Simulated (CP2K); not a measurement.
Band structure of Ba2IrO4 (I4/mmm, 7 atoms in the cell).

```xyz
7
Lattice="7.2986 0.0000 0.0000 5.0700 5.2502 0.0000 -6.1843 -2.6251 2.8518" Properties=species:S:1:pos:R:3 pbc="T T T"
Ba     4.3897     1.8634     0.0000
Ba     7.9789     3.3869     0.0000
Ir     0.0000     0.0000     0.0000
O      0.5572    -1.3126     1.4259
O     -0.5572     1.3126     1.4259
O      1.9074     0.8096     0.0000
O     10.4612     4.4406     0.0000
```

Method of the run: LDA (Pade form), GPW, DZVP-MOLOPT-SR-GTH basis, GTH-PADE potentials (GTH_POTENTIALS) (CP2K 2026.2).

Settings: CUTOFF = 500 Ry; REL_CUTOFF = 60 Ry; SMEAR/METHOD = FERMI_DIRAC; ELECTRONIC_TEMPERATURE = 1160.45 K; KPOINTS/SCHEME = MONKHORST-PACK 7 7 7; XC_FUNCTIONAL = PADE; Ba/BASIS_SET = DZVP-MOLOPT-SR-GTH-q10; Ba/POTENTIAL = GTH-PADE-q10; Ir/BASIS_SET = DZVP-MOLOPT-SR-GTH-q17; Ir/POTENTIAL = GTH-PADE-q17; O/BASIS_SET = DZVP-MOLOPT-SR-GTH-q6; O/POTENTIAL = GTH-PADE-q6; METHOD = GPW; EPS_DEFAULT = 1e-10.

The starting cell comes from a database of computed structures (which also holds hypothetical and non-ambient phases and stackings), without a prior relaxation at this level. Spin-orbit coupling is off. Spin polarisation is off; with an odd number of electrons in the cell that forces a metal, and a magnetic state may lie lower. Values carry the incompleteness of an atom-centred basis.

Levels in eV from the Fermi level, bands 28 to 33:
```tsv
point	28	29	30	31	32	33
Γ	-2.05	-2.05	-0.92	-0.92	-0.37	1.32
X	-1.91	0.34	0.37	0.42	2.76	3.26
Y	-1.92	0.30	0.34	0.37	2.80	3.25
S	-2.21	-0.93	-0.32	-0.10	0.52	3.46
Z	-2.00	-2.00	-0.65	-0.65	-0.37	1.43
S1	-2.21	-0.93	-0.32	-0.10	0.52	3.46
N	-2.23	-0.95	-0.28	-0.09	0.53	3.58
P	-2.00	0.34	0.34	0.45	3.19	3.19
Y1	-1.92	0.30	0.34	0.37	2.80	3.25
```

Bands cross the Fermi level along this path, so the cell is metallic at this level.

Higher empty bands are left out: an atom-centred basis made for the valence describes them poorly.
